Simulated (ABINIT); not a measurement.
**A self-consistent single point of CdCo₃N (Pm-3m, 5 atoms in the cell) with ABINIT**

Computed with PBEsol, PAW (JTH v2.0 PBE PAW, files made for PBE) (plane waves; ABINIT).

This input was run:

```
# CdCo3N, JTH v2.0 PBE PAW
pp_dirpath "./"
pseudos "Cd.GGA_PBE-JTH.xml, Co.GGA_PBE-JTH.xml, N.GGA_PBE-JTH.xml"
acell 3*1.0 Angstrom
rprim
         3.8550400000    0.0000000000    0.0000000000
         0.0000000000    3.8550400000    0.0000000000
         0.0000000000    0.0000000000    3.8550400000
natom 5
ntypat 3
znucl 48 27 7
typat 1 2 2 2 3
xcart
         0.0000000000    0.0000000000    0.0000000000
         3.6424848997    3.6424848997    0.0000000000
         0.0000000000    3.6424848997    3.6424848997
         3.6424848997    0.0000000000    3.6424848997
         3.6424848997    3.6424848997    3.6424848997
ecut 30
pawecutdg 60
pawxcdev 0
ixc -116133
nsppol 2
spinat
      0 0 0
      0 0 3
      0 0 3
      0 0 3
      0 0 0
occopt 7
tsmear 0.00499791
nband 49
kptopt 1
ngkpt 6 6 6
nshiftk 1
shiftk 0 0 0
nstep 80
tolvrs 1.0e-11
prtwf 0
prtden 0
prtvol 1
```

Output (repeated stretches shortened):

```
 Symmetries : space group Pm -3 m (#221); Bravais cP (primitive cubic)

 -outvars: echo values of preprocessed input variables --------
            acell      1.8897261329E+00  1.8897261329E+00  1.8897261329E+00 Bohr
             ecut      3.00000000E+01 Hartree
              ixc     -116133
         kptrlatt        6    0    0      0    6    0      0    0    6
          kptrlen      4.37098190E+01
            natom           5
            nband          49
            ngfft          36      36      36
          ngfftdg          54      54      54
             nkpt          20
           nspden           2
           nsppol           2
            nstep          80
             nsym          48
           ntypat           3
           occopt           7
        pawecutdg      6.00000000E+01 Hartree
         pawxcdev           0
            rprim      3.8550400000E+00  0.0000000000E+00  0.0000000000E+00
                       0.0000000000E+00  3.8550400000E+00  0.0000000000E+00
                       0.0000000000E+00  0.0000000000E+00  3.8550400000E+00
          spgroup         221
           spinat      0.0000000000E+00  0.0000000000E+00  0.0000000000E+00
                       0.0000000000E+00  0.0000000000E+00  3.0000000000E+00
                       0.0000000000E+00  0.0000000000E+00  3.0000000000E+00
                       0.0000000000E+00  0.0000000000E+00  3.0000000000E+00
                       0.0000000000E+00  0.0000000000E+00  0.0000000000E+00
           tolvrs      1.00000000E-11
           tsmear      4.99791000E-03 Hartree
            typat      1  2  2  2  3
           useylm           1
             xred     -1.4605171147E-09 -1.4605171147E-09 -1.4605171147E-09
                       4.9999999854E-01  4.9999999854E-01 -1.4605171147E-09
                      -1.4605171147E-09  4.9999999854E-01  4.9999999854E-01
                       4.9999999854E-01 -1.4605171147E-09  4.9999999854E-01
                       4.9999999854E-01  4.9999999854E-01  4.9999999854E-01
            znucl       48.00000   27.00000    7.00000

== DATASET  1 ==================================================================

 Real(R)+Recip(G) space primitive vectors, cartesian coordinates (Bohr,Bohr^-1):
 R(1)=  7.2849698  0.0000000  0.0000000  G(1)=  0.1372689  0.0000000  0.0000000
 R(2)=  0.0000000  7.2849698  0.0000000  G(2)=  0.0000000  0.1372689  0.0000000
 R(3)=  0.0000000  0.0000000  7.2849698  G(3)=  0.0000000  0.0000000  0.1372689
 Unit cell volume ucvol=  3.8661907E+02 bohr^3
 Angles (23,13,12)=  9.00000000E+01  9.00000000E+01  9.00000000E+01 degrees

 Coarse grid specifications (used for wave-functions):

 getcut: wavevector=  0.0000  0.0000  0.0000  ngfft=  36  36  36
         ecut(hartree)=     30.000   => boxcut(ratio)=   2.00424

 Fine grid specifications (used for densities):

 getcut: wavevector=  0.0000  0.0000  0.0000  ngfft=  54  54  54
         ecut(hartree)=     60.000   => boxcut(ratio)=   2.12581

   5.05163814E+03                                ecore*ucvol(ha*bohr**3)

_setup2: Arith. and geom. avg. npw (full set) are    3033.069    3033.044
--- !BeginCycle
solver: {iscf: 17, nstep: 80, nline: 4, wfoptalg: 10, }
tolerances: {tolvrs: 1.00E-11, }
...

     iter   Etot(hartree)     deltaE(h) residm    nres2    magn
 ETOT  1  -490.36366305842    -4.90E+02 1.17E+01 1.06E+03 3.128
 ETOT  2  -499.05110817916    -8.69E+00 4.32E-01 3.09E+03 0.169
 ETOT  3  -496.66449049591     2.39E+00 1.08E+00 1.56E+04 4.494
 ETOT  4  -496.81980160303    -1.55E-01 1.67E+00 1.71E+04 4.638
 ETOT  5  -496.97245926007    -1.53E-01 7.10E-01 1.85E+04 4.819
 ETOT  6  -497.41599203184    -4.44E-01 7.27E-01 1.86E+04 5.199
   [... 40 lines left out ...]
 ETOT 47  -496.56267327270     2.44E-12 1.53E-04 1.58E-10 3.301
 ETOT 48  -496.56267327270    -1.25E-12 2.00E-04 9.28E-11 3.301
 ETOT 49  -496.56267327270     6.82E-13 1.85E-04 4.06E-11 3.301
 ETOT 50  -496.56267327270     1.14E-13 2.40E-04 5.05E-11 3.301
 ETOT 51  -496.56267327270     6.25E-13 2.17E-04 1.29E-13 3.301
 At SCF step   51       nres2   =  1.29E-13 < tolvrs=  1.00E-11 =>converged.

 Cartesian components of stress tensor (hartree/bohr^3)
  sigma(1 1)=  4.06667989E-04  sigma(3 2)=  0.00000000E+00
  sigma(2 2)=  4.06667989E-04  sigma(3 1)=  0.00000000E+00
  sigma(3 3)=  4.06667989E-04  sigma(2 1)=  0.00000000E+00

 Integrated electronic and magnetization densities in atomic spheres:
 Radius=ratsph(iatom), smearing ratsm=  0.0000. Diff(up-dn)=approximate z local magnetic moment.
 Atom    Radius    up_density   dn_density  Total(up+dn)  Diff(up-dn)
    1   2.50234     5.255483     5.457386     10.712869    -0.201903
    2   2.10903     8.364580     7.185151     15.549731     1.179429
    3   2.10903     8.364580     7.185151     15.549731     1.179429
    4   2.10903     8.364580     7.185151     15.549731     1.179429
    5   1.20497     1.280609     1.225907      2.506516     0.054702
  Sum:             31.629832    28.238745     59.868576     3.391087
 Total magnetization (from the atomic spheres):             3.391087
 Total magnetization (exact up - dn):                       3.300641

 ----iterations are completed or convergence reached----

 reduced coordinates (array xred) for    5 atoms
      -0.000000001461     -0.000000001461     -0.000000001461
       0.499999998539      0.499999998539     -0.000000001461
      -0.000000001461      0.499999998539      0.499999998539
       0.499999998539     -0.000000001461      0.499999998539
       0.499999998539      0.499999998539      0.499999998539
 cartesian forces (eV/Angstrom) at end:
    1     -0.00000000000000    -0.00000000000000    -0.00000000000000
    2     -0.00000000000000    -0.00000000000000    -0.00000000000000
    3     -0.00000000000000    -0.00000000000000    -0.00000000000000
    4     -0.00000000000000    -0.00000000000000    -0.00000000000000
    5     -0.00000000000000    -0.00000000000000    -0.00000000000000
 frms,max,avg= 0.0000000E+00 0.0000000E+00   0.000E+00  0.000E+00  0.000E+00 e/A
 length scales=  1.889726132886  1.889726132886  1.889726132886 bohr
              =  1.000000000000  1.000000000000  1.000000000000 angstroms
   [... lines left out ...]
 Fermi (or HOMO) energy (hartree) =   0.42766   Average Vxc (hartree)=  -0.45864
   [... lines left out ...]
   1.00000    1.00000    1.00000    1.00000    1.00000    1.00000    1.00000    1.00000
   1.00000    1.00000    1.00000    1.00000    1.00000    1.00000    1.00000    1.00000
   1.00000    1.00000    1.00000    1.00000    1.00000    0.92511    0.92511    0.92511
   0.15308    0.00000    0.00000    0.00000    0.00000    0.00000    0.00000    0.00000
   0.00000    0.00000    0.00000    0.00000    0.00000    0.00000    0.00000    0.00000
   0.00000
 prteigrs : prtvol=0 or 1, do not print more k-points.

--- !EnergyTerms
comment             : Components of total free energy in Hartree
kinetic             :  5.67284130351147E+01
hartree             :  1.30980530484528E+02
xc                  : -1.63533281368170E+01
Ewald energy        : -3.29973684331795E+02
psp_core            :  1.30661897346731E+01
local_psp           : -4.29605384187325E+02
spherical_terms     :  7.85974343205916E+01
internal            : -4.96559829081030E+02
'-kT*entropy'       : -2.84429359017411E-03
total_energy        : -4.96562673374620E+02
total_energy_eV     : -1.35121575157446E+04
...

-Cartesian components of stress tensor (GPa)         [Pressure= -1.1965E+01 GPa]
- sigma(1 1)=  1.19645833E+01  sigma(3 2)=  0.00000000E+00
- sigma(2 2)=  1.19645833E+01  sigma(3 1)=  0.00000000E+00
- sigma(3 3)=  1.19645833E+01  sigma(2 1)=  0.00000000E+00

 Calculation completed.
```

The run converged in 51 iterations.

The starting cell comes from a database of computed structures (which also holds hypothetical and non-ambient phases and stackings), without a prior relaxation at this level. The magnetic order is the one reached from the typed start; others were not searched systematically. The potentials were made for another functional than the one used. With a pressure of about -12 GPa the cell is away from its equilibrium volume at this level.

Cost on one core of a shared machine: roughly 10 min.
